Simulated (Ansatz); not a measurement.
Base system: BN in the zinc blende structure (space group F-43m, No. 216; a = 3.581 Å). Axes: x, y, z lie along the cube axes.

Level of theory: plane-wave PAW DFT at the LDA level (Ansatz, a first-principles code, 420 eV), no spin-orbit coupling.

One thing is altered: uniaxial strain ε_zz = −2.00 %, all other strain components held at zero; the atoms relax in the strained cell.

Predict the stress tensor and what it implies for the stiffness.

Stress of the strained cell less that of the base (GPa, compression positive):
```
   4.21    0.00    0.00
   0.00    4.21    0.00
   0.00    0.00   16.85
```

Then −Δσ_ii/ε with ε = -0.0200 gives secant stiffness values (nonlinear terms included at this strain): C33 ≈ 842 GPa, C13 ≈ 210 GPa and C23 ≈ 210 GPa.

As a check, the harmonic strain energy −½ V₀ Δσ:ε is 6.0 meV/atom; the computed energy rise is 6.0 meV/atom.

No phonon test of stability was made.
